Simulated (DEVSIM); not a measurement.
# abrupt Si p-n junction

System: abrupt Si p-n junction, at 300 K.

| layer (left to right) | material | thickness (μm) | Nd (cm⁻³) | Na (cm⁻³) | τn (s) | τp (s) |
|---|---|---|---|---|---|---|
| 1 | Si | 0.780 | - | 5.6e17 | 2.7e-5 | 2.7e-5 |
| 2 | Si | 1.40 | 8e15 | - | 2.7e-5 | 2.7e-5 |

Left contact: ohmic. Right contact: ohmic. Voltage is applied to the left contact. Recombination: SRH at mid-gap. Mobility is μmin + (μ − μmin)/(1 + (N/Nref)^α).

Constants are typed, rounded textbook-type inputs, not results; the design itself was drawn at random and stands for no fabricated device. Values at 300 K.

| parameter | Si |
|---|---|
| gap (eV) | 1.124 |
| affinity (eV) | 4.05 |
| permittivity | 11.7 |
| Nc (cm⁻³) | 2.86e19 |
| Nv (cm⁻³) | 3.1e19 |
| μn (cm²/Vs) | 1417 |
| μp (cm²/Vs) | 470 |
| μn,min | 52 |
| μp,min | 45 |
| Nref,n | 9.7e16 |
| Nref,p | 2.2e17 |
| αn | 0.68 |
| αp | 0.72 |

DEVSIM, 1D drift-diffusion, Boltzmann statistics, complete ionisation; no tunnelling, impact ionisation, image-force lowering or self-heating.

```json
{
  "potential_step_across_the_device_at_zero_bias": "0.809 V",
  "largest_field_in_the_device_at_zero_bias": "54000 V/cm",
  "Dark forward voltage at 1 A/cm²": "0.576 V",
  "Dark forward voltage at 100 A/cm²": "0.706 V"
}
```

Dark reverse current:

```
V (V)  J (A/cm²)
-----  ---------
-0.20   -5.0e-10
-0.50   -7.5e-10
-1.00    -1.1e-9
-1.50    -1.4e-9
-2.00    -1.6e-9
-3.00    -2.1e-9
-4.00    -2.5e-9
-5.00    -2.9e-9
-6.50    -3.5e-9
```

Small-signal capacitance in reverse bias (quasi-static):

| V (V) | C (nF/cm²) |
|---|---|
| -0.2 | 26.4 |
| -0.5 | 22.9 |
| -1 | 19.3 |
| -1.5 | 17.1 |
| -2 | 15.4 |
| -3 | 13.2 |
| -4 | 11.7 |
| -5 | 10.7 |
| -6.5 | 9.49 |
